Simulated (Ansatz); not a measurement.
# Ag: stress against strain

Ag (fcc, Fm-3m, 16.010 Å³/atom and stress up to 0.01 GPa in the relaxed cell) under an equal strain ε in the (111) plane with the normal axis free, as in a coherent film. LDA in Ansatz, a plane-wave DFT program (PAW, default set), 420 eV, 28×28×28 Γ-centred mesh, Fermi-Dirac smearing 0.10 eV. Against the start cell, which lies near the measured one, the relaxed cell differs by -6.4 % in volume; the values below rest on it. Stress is positive for a compressed cell.

Here s stands for strain and y for stress xx.

```
strain (%)  stress xx (GPa)
----------  ---------------
-2.50                     ?
-1.25                  3.22
-0.83                  2.07
-0.42                  1.01
0.00                   0.00
0.42                  -0.95
0.83                  -1.80
1.25                  -2.61
```

Using a straight line, estimate the missing y at s = -2.50 from the other rows, showing the fit.

Means: s 0, y 0.134. About the means, the sum of products is -11.323 and the sum of squares of s is 4.8556; the slope is their ratio. Least squares gives y = 0.134 - 2.3319·s. Residuals (row less fit): 0.171, 0.001, -0.103, -0.134, -0.105, 0.001, 0.171; standard error 0.140 (degrees of freedom: 5). The slope gives the biaxial elastic modulus of this plane = about 230 GPa. At the withheld row, y = 0.134 - 2.3319 × (-2.50) = 5.964 GPa. The calculation gives 7.06 GPa, 1.096 GPa above the prediction (11.3 % of the range of y in the table). The row lies outside the fitted rows, so this is an extrapolation. From the scatter of the fitted rows alone, a prediction at this place has a standard error of 0.218 GPa, so the miss is 5.0 times that.

A polynomial of degree 2 through the 12 other runs of the series gives 7.05 there, so most of the miss is curvature that the fit leaves out. In a metal these values are sensitive to mesh and smearing; energies are taken to zero smearing, stresses follow the free energy. Rows are the converged runs of the series near zero and its far end; series whose fitted rows scatter by over a few per cent of the range, as at a crossing or softening among them, aren't shown in this form, nor equations of state whose B0' disagrees with the runs' pressures. Most that stay on the fit to the last digits aren't either.
